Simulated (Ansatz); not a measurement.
```yaml
crystal:
  lattice:
    - [11.00000, 0.00000, 0.00000]
    - [0.00000, 11.00000, 0.00000]
    - [0.00000, 0.00000, 6.04740]
  atoms:
    - { symbol: K, position: [0.50000, 0.50000, 0.00000] }
    - { symbol: Br, position: [0.50000, 0.50000, 0.50000] }
```

Levels: PBE (plane waves to 420 eV, PAW; Ansatz, a program for electronic structure); Ansatz with PBE with spin-orbit coupling; r2SCAN (plane waves to 500 eV, PAW; Ansatz); HSE06 run with Ansatz. Unmarked values and the geometry are of the first. Mesh 1×1×50. No spin polarisation. It repeats along c; a and b span vacuum. A hypothetical model. It keeps the symmetry and period of its start, so it need not be a minimum against all distortions. Pairing along the axis, which can open a gap, is among the distortions not tried. Values not marked SOC lack spin–orbit coupling. HSE06 ran on a 1×1×3 mesh and at PBE's edge points. Buckling under compression is shut out by symmetry and the short period.

Give the properties of this body.


```
Property                                                                  Value
---------------------------------------------------------  --------------------
PBE gap                                                    4.23 eV, direct at Γ
electron mass along the axis (PBE)                                      0.75 mₑ
hole mass along the axis (PBE)                                            10 mₑ
valence and conduction edges under the vacuum level (PBE)      5.60 and 1.36 eV
PBE+SOC gap at this geometry                                            4.09 eV
r2SCAN gap at this geometry                                             5.10 eV
HSE06 gap at this geometry                                              5.25 eV
axial stiffness dF/dε                                                     12 nN
```
